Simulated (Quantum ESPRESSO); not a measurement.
# Effort and miss along a sweep of K_POINTS: V2MnSe4 (I-4, 7 atoms in the cell)

Cell: a = 6.9091 Å, b = 6.9091 Å, c = 6.9091 Å, α = 74.62°, β = 50.76°, γ = 50.76°.

Computed with PBEsol, GBRV 1.5 ultrasoft (PBESOL) pseudopotentials (plane waves; Quantum ESPRESSO).

Base settings: ecutwfc = 50 Ry; ecutrho = 400 Ry; occupations = smearing; smearing = methfessel-paxton; degauss = 0.019992 Ry; nspin = 2; potentials = {V: v_pbesol_v1.4.uspp.F.UPF, Mn: mn_pbesol_v1.5.uspp.F.UPF, Se: se_pbesol_v1.uspp.F.UPF}; K_POINTS = automatic 3 3 3 0 0 0; conv_thr = 1e-10 Ry; mixing_beta = 0.3.

Misses are taken against the tightest run, automatic 5 5 5 0 0 0, which need not be fully converged itself. The energy is the free energy per atom.

The count of work is k-points × plane waves × bands × iterations; it is no time, and leaves out set-up, grids and terms that scale otherwise. Core times come from one kind of shared machine and are given to one figure; runs under 30 s give none.

The starting cell was generated: these elements placed on a structure prototype, without a prior relaxation; it need not be a known phase or ordering of this composition. The magnetic order is the one reached from the typed start; others were not searched systematically. In the base run, with a pressure of about -6 GPa the cell is away from its equilibrium volume at this level. Without a gap this mesh is coarse (it stands for a supercell whose shortest vector is 18 Å).

```tsv
K_POINTS	energy less reference (meV/atom)	pressure less reference (GPa)	largest difference in the force on any atom (eV/Å)	count of work / reference	core time / reference (rough)
automatic 1 1 1 0 0 0	-34.96	-1.33	0.247	0.055	0.3
automatic 2 2 2 0 0 0	2.60	0.04	0.024	0.20	0.3
automatic 3 3 3 0 0 0	0.48	-0.01	0.003	0.29	0.4
automatic 4 4 4 0 0 0	-0.11	0.00	0.002	0.67	0.7
automatic 5 5 5 0 0 0	0.00	0.00	0.000	1.0	1
```

Coarsest setting among those run that, with all tighter ones, holds the energy within 10 meV/atom of the reference: automatic 2 2 2 0 0 0, off by 2.6 meV/atom; it needs 0.20 of the reference's count of work and about 0.3 of the reference's time.

Coarsest setting among those run that, with all tighter ones, holds the energy within 2 meV/atom of the reference: automatic 3 3 3 0 0 0, off by 0.48 meV/atom; it needs 0.29 of the reference's count of work and about 0.4 of the reference's time.
